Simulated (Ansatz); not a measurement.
Base system: MgS in the rock salt structure (space group Fm-3m, No. 225; a = 5.129 Å). Axes: x, y, z lie along the cube axes.

Perturbation: tensor shear ε_xy = +0.29 % (engineering shear γ = 0.0058), atoms relaxed at fixed cell.

Computed with LDA/PAW in Ansatz (a quantum-chemistry and plane-wave program), no spin-orbit coupling.

**Question.** Give the band edges at the high-symmetry points of the new zone, measured from its valence-band maximum.

**Answer.** 
```json
[
 {"point": "Γ", "valence edge (eV)": "0.00", "conduction edge (eV)": "3.80"},
 {"point": "X", "valence edge (eV)": "-1.79", "conduction edge (eV)": "2.62"},
 {"point": "F₂", "valence edge (eV)": "-1.52", "conduction edge (eV)": "3.71"},
 {"point": "Σ₀", "valence edge (eV)": "-1.52", "conduction edge (eV)": "3.71"},
 {"point": "Y₀", "valence edge (eV)": "-1.46", "conduction edge (eV)": "3.76"},
 {"point": "U₀", "valence edge (eV)": "-1.46", "conduction edge (eV)": "3.76"},
 {"point": "R", "valence edge (eV)": "-0.67", "conduction edge (eV)": "4.38"},
 {"point": "W", "valence edge (eV)": "-2.56", "conduction edge (eV)": "5.21"},
 {"point": "S", "valence edge (eV)": "-0.65", "conduction edge (eV)": "4.42"},
 {"point": "T", "valence edge (eV)": "-1.83", "conduction edge (eV)": "2.62"}
]
```

The gap is 2.62 eV, indirect, Γ → X.

The cells carry an imposed strain or load. No phonon test of stability was made. k-point labels follow each cell's own Brillouin zone.
